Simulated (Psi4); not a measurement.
Psi4 1.11, B3LYP/def2-svp, scf_type pk: Zn(OMe)(SiH3) (C[O][Zn][SiH3]), 10 atoms. The geometry is a generated start, not checked to be a minimum at this level.

```yaml
task: energy
method: b3lyp
basis: def2-svp
memory: 7 GB
e_convergence: 1e-08
d_convergence: 1e-07
guess: auto, which took SAD (default)
diis_max_vecs: 10 (default)
scf_initial_accelerator: adiis (default)
dft_radial_points: 75 (default)
dft_spherical_points: 302 (default)
basis_functions: 107
grid_points: 217065
```

```xyz
10

Zn     0.7599    -0.3371     0.0382
O     -0.7624    -0.3108    -0.8360
C     -1.6555    -0.7561    -1.8010
H     -2.4718    -0.0338    -1.9047
H     -1.1745    -0.8675    -2.7811
H     -2.0936    -1.7238    -1.5185
Si     1.6815     0.7973     1.8618
H      1.3087     0.2007     3.1524
H      1.2603     2.2037     1.9205
H      3.1474     0.8275     1.8684
```

The reference run uses exact four-centre integrals (scf_type = pk). Each setting ran once; only counts and results are compared.

Settings tried, all else as in the reference:
- scf_type = dfdirj+cosx, cosx_radial_points_final = 25, cosx_spherical_points_final = 50
- scf_type = cd, cholesky_tolerance = 0.0001 (default)
- scf_type = cd, cholesky_tolerance = 1e-06
- scf_type = dfdirj+snlink
- scf_type = dfdirj+cosx
- scf_type = dfdirj+cosx, cosx_radial_points_final = 50, cosx_spherical_points_final = 194
- scf_type = cd, cholesky_tolerance = 1e-05
- scf_type = mem_df
- scf_type = dfdirj+cosx, cosx_radial_points_final = 75, cosx_spherical_points_final = 302
- scf_type = dfdirj+link
- scf_type = cd, cholesky_tolerance = 0.001

Q: Sort the settings: which keep to the reference within 0.10 meV/atom in energy, and which don't?

A: Within it: scf_type = cd, cholesky_tolerance = 1e-06. At the edge (between 0.75 and 1.33 times the tolerance): scf_type = cd, cholesky_tolerance = 1e-05. Outside: scf_type = mem_df; scf_type = dfdirj+snlink; scf_type = dfdirj+link; scf_type = cd, cholesky_tolerance = 0.0001 (default); scf_type = dfdirj+cosx; scf_type = dfdirj+cosx, cosx_radial_points_final = 25, cosx_spherical_points_final = 50; scf_type = dfdirj+cosx, cosx_radial_points_final = 50, cosx_spherical_points_final = 194; scf_type = dfdirj+cosx, cosx_radial_points_final = 75, cosx_spherical_points_final = 302; scf_type = cd, cholesky_tolerance = 0.001.

```
setting                                                                                   energy against the reference
----------------------------------------------------------------------------------------  ----------------------------
scf_type = cd, cholesky_tolerance = 1e-06                                                             −0.0030 meV/atom
scf_type = cd, cholesky_tolerance = 1e-05                                                               −0.13 meV/atom
scf_type = mem_df                                                                                       −0.24 meV/atom
scf_type = dfdirj+snlink                                                                                −0.42 meV/atom
scf_type = dfdirj+link                                                                                  −0.42 meV/atom
scf_type = cd, cholesky_tolerance = 0.0001 (default)                                                     −1.9 meV/atom
scf_type = dfdirj+cosx                                                                                   +3.8 meV/atom
scf_type = dfdirj+cosx, cosx_radial_points_final = 25, cosx_spherical_points_final = 50                  +4.2 meV/atom
scf_type = dfdirj+cosx, cosx_radial_points_final = 50, cosx_spherical_points_final = 194                 +4.8 meV/atom
scf_type = dfdirj+cosx, cosx_radial_points_final = 75, cosx_spherical_points_final = 302                 +4.9 meV/atom
scf_type = cd, cholesky_tolerance = 0.001                                                                 −10 meV/atom
```

Total energies are compared; such shifts often cancel in part in energy differences. The DFDIRJ builders fit J, which adds its shift to that of exchange. Psi4 runs the final COSX grid once, on the density of the start grid. No test of the SCF solution's stability was run. Also tried and not ranked: scf_type = direct (same energy as a listed run); scf_type = cd, cholesky_tolerance = 0.01 (possibly another state). The tolerance is a choice made for this comparison.
